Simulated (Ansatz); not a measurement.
Base system: Zr in the hcp (Mg type) structure (space group P6_3/mmc, No. 194; a = 3.246 Å, c = 5.151 Å).

The values are results of r2SCAN, PAW, 500 eV (Ansatz, a first-principles code; without spin-orbit coupling), not measurements.

For the base:

```
Item               Result
---------------  --------
c/a ratio           1.587
Volume per atom  23.50 Å³
```

Now apply this change: a negative pressure, −1 GPa.

Task: Predict the new c/a ratio and volume per atom.

Result: The c/a ratio hardly moves (1.587 against 1.586); the volume per atom increases by 0.25 Å³, from 23.50 Å³ to 23.75 Å³.

Load acts through the strain it causes; cell and atoms are relaxed under it. No phonon test of stability was made. The final runs are not spin-polarised.
